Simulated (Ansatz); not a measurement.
The parent structure is TiAl (space group P4/mmm, No. 123; relaxed with 0.1 eV smearing).

```xyz
2
Lattice="2.7963 0.0000 0.0000 0.0000 2.7963 0.0000 0.0000 0.0000 4.0381" Properties=species:S:1:pos:R:3 pbc="T T T"
Ti     0.0000     0.0000     0.0000
Al     1.3981     1.3981     2.0191
```

Cartesian axes are those of the cell as printed.

All numbers come from plane-wave PAW DFT at the PBEsol level (Ansatz, a first-principles code, 420 eV), no spin-orbit coupling.

Modification: the cell is scaled by 1.0200 in all directions, atoms relaxed at fixed cell.

Predict the stress tensor and what it implies for the stiffness.

Stress of the strained cell less that of the base (GPa, compression positive):
```
   -6.4     0.0     0.0
    0.0    -6.4     0.0
    0.0     0.0    -6.3
```

Then B = −ΔP/(ΔV/V₀) with ΔV/V₀ = 0.0612 gives secant stiffness values (nonlinear terms included at this strain): B (at held cell shape, above the free-shape value) ≈ 104 GPa.

As a check, the harmonic strain energy −½ V₀ Δσ:ε is 19 meV/atom; the computed energy rise is 20 meV/atom.

No phonon test of stability was made. The final runs are not spin-polarised.
